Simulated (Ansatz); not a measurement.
Start from Co in the hcp (Mg type) structure (space group P6_3/mmc, No. 194; a = 2.4571 Å, c = 3.9682 Å; ferromagnetic).

Computed with PBEsol, PAW, 420 eV (Ansatz, a program for electronic structure; no spin-orbit coupling), earlier PAW set.

Base values:

The lattice parameter a is 2.457 Å.

Modification: full substitution Co → Mo; the structure is relaxed again.

Problem. Estimate the effect on the lattice parameter a.

Solution. The lattice parameter a rises by 0.273 Å to 2.730 Å.

Other magnetic orders, which the real material may have, were not ruled out. Whether these cells are dynamically stable was not tested. For Mo in this form, whether it has been made was not checked. Spin-polarised in the final run: base; the other runs are not. This is not the structure that Mo has at room temperature and ambient pressure.
